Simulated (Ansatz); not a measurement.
Density of states of MgSe (Fm-3m) above the conduction band minimum, HSE06, rigid bands (Ansatz, a program for electronic structure); cell volume 40.5 Å³.

```tsv
energy from edge (eV)	10⁻³ states/eV/cell
0.006	9.95
0.031	24.0
0.056	32.3
0.081	39.6
0.106	45.6
0.131	51.2
0.156	57.1
0.181	62.1
0.206	66.7
0.231	72.0
0.256	76.8
0.281	82.4
0.319	89.2
0.344	94.1
0.369	97.9
0.394	103
0.419	108
0.444	113
0.469	117
0.494	122
0.519	127
0.544	133
0.569	137
0.594	142
```

Question: What effective density of states at 300 K does this give (∫ g(E) exp(−E/k_BT) dE, both spins, divided by the cell's size)?

Answer: 1.2e19 cm⁻³, a density-of-states mass of 0.62 mₑ, valleys and band degeneracy included.

Spin-orbit coupling is left out. Geometry: cell and atoms relaxed with PBEsol.
